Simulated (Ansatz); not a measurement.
TiO2: energy against strain

TiO2 (rutile, P4_2/mnm, 10.325 Å³/atom at rest, c along z) under an equal strain ε in the (001) plane with the normal axis free, as in a coherent film. PBEsol in Ansatz, a plane-wave DFT program (PAW, default set), 420 eV, 7×7×11 Γ-centred mesh, Fermi-Dirac smearing 0.05 eV; ions are relaxed within the symmetry of each cell.

Here s stands for strain and y for E less E0.

| strain (%) | E less E0 (meV/atom) |
|---|---|
| -3.00 | ? |
| -1.20 | 3.53 |
| -0.60 | 0.88 |
| 0.00 | 0.00 |
| 0.60 | 0.84 |
| 1.20 | 3.32 |

Taking a parabola for y over the 5 complete rows: Least squares gives y = 0.003 - 0.0767·s + 2.3770·s². Residuals (row less fit): 0.012, -0.025, -0.003, 0.027, -0.014; standard error 0.029 (degrees of freedom: 2). Twice the quadratic coefficient over the volume, 2 × 2.3770 meV × 10⁴ × 0.1602 / 10.325 Å³, is twice the biaxial elastic modulus of this plane = 738 ± 7 GPa.

Estimate the missing y (s = -3.00); what did the run itself give?

y = 0.003 - 0.0767 × (-3.0) + 2.3770 × (-3.0)² = 21.626 meV/atom. The calculation gives 22.74 meV/atom, 1.114 meV/atom above the prediction (4.9 % of the range of y in the table). The row lies outside the fitted rows, so this is an extrapolation. From the scatter of the fitted rows alone, a prediction at this place has a standard error of 0.188 meV/atom, so the miss is 5.9 times that.

One order more, fitted to all 11 runs of the series, follows each within 0.04, so the miss is the next term of a smooth law. The primitive cell can neither tilt nor turn polar against its symmetry, as such crystals can under strain. Rows are the converged runs of the series near zero and its far end; series whose fitted rows scatter by over a few per cent of the range, as at a crossing or softening among them, aren't shown in this form. Most that stay on the fit to the last digits aren't either.
